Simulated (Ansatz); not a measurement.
Candidates (primitive cells; geometry: relaxed with this functional, without spin-orbit coupling):
A. AuSn (P6_3/mmc), a = b = 4.3362 Å, c = 5.5328 Å, α = β = 90.00°, γ = 120.00°
B. Be5Au (F-43m), a = b = c = 4.295 Å, α = β = γ = 60.00°
C. Au (Fm-3m), a = 2.8868 Å, b = 2.8868 Å, c = 2.8868 Å, α = 60.00°, β = 60.00°, γ = 60.00°
D. AuAl$_{2}$ (Fm-3m), a = 4.2453 Å, b = 4.2453 Å, c = 4.2453 Å, α = 60.00°, β = 60.00°, γ = 60.00°

Order them by logarithmic mean phonon energy (lowest first) at the level PBEsol, DFPT electron-phonon coupling, linearised Boltzmann equation (Ansatz, an electronic-structure program).

A (6.7 meV), C (9.1 meV), D (18.2 meV), B (35 meV)

Metals; harmonic phonons. Halving the electron mesh moves these values by up to 5 %; q meshes are mostly untested. Spin-orbit coupling is left out.

Formula and space group known from diffraction (Crystallography Open Database), not checked to be the room-temperature form: AuSn (P6_3/mmc), Be5Au (F-43m). The missing spin-orbit coupling matters most for Au (Fm-3m), AuAl2 (Fm-3m), AuSn (P6_3/mmc), Be5Au (F-43m).
